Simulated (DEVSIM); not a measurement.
Structure: isotype n-n heterojunction Al0.4Ga0.6As/GaAs, at 300 K.

```tsv
layer (left to right)	material	thickness (μm)	Nd (cm⁻³)	τn (s)	τp (s)
1	Al0.4Ga0.6As	0.390	1.1e16	6.3e-10	6.3e-10
2	GaAs	0.550	7.3e16	6.3e-10	6.3e-10
```

Left contact: ohmic. Right contact: ohmic. Voltage is applied to the left contact. Recombination: SRH at mid-gap, radiative. Mobility is μmin + (μ − μmin)/(1 + (N/Nref)^α).

Constants are typed, rounded textbook-type inputs, not results; the design itself was drawn at random and stands for no fabricated device. Values at 300 K. The table also holds parameters that only a changed run uses.

```tsv
parameter	Al0.4Ga0.6As	GaAs
gap (eV)	1.9228	1.424
affinity (eV)	3.754	4.07
permittivity	11.76	12.9
Nc (cm⁻³)	7.93e17	4.7e17
Nv (cm⁻³)	9e18	9e18
μn (cm²/Vs)	3220	8500
μp (cm²/Vs)	158	400
μn,min	500	500
μp,min	20	20
Nref,n	6e16	6e16
Nref,p	1.5e17	1.5e17
αn	0.39	0.39
αp	0.38	0.38
B (cm³/s)	2e-10	2e-10
Cn (cm⁶/s)	1e-30	1e-30
Cp (cm⁶/s)	1e-30	1e-30
```

DEVSIM, 1D drift-diffusion, Boltzmann statistics, complete ionisation; no tunnelling, impact ionisation, image-force lowering or self-heating. Band offsets follow the typed affinities; no thermionic-emission limit at abrupt steps, no polarisation charge.

Base results: dark forward voltage at 100 A/cm² (V) 0.766; potential step across the device at zero bias (V) 0.254.

Q: What follows from this one change: doping Nd of layer 1 1.1e+16 → 3.3e+16 cm^-3?

A: dark forward voltage at 100 A/cm² 0.766 → 0.157 V; potential step across the device at zero bias 0.254 → 0.282 V.

Q: What follows from this one change: doping Nd of layer 2 7.3e+16 → 2.2e+16 cm^-3?

A: dark forward voltage at 100 A/cm² 0.766 → 0.960 V; potential step across the device at zero bias 0.254 → 0.285 V.

Q: What follows from this one change: constant mobility in place of the doping-dependent one?

A: dark forward voltage at 100 A/cm² 0.766 → 0.531 V; potential step across the device at zero bias little changed (0.254 V).
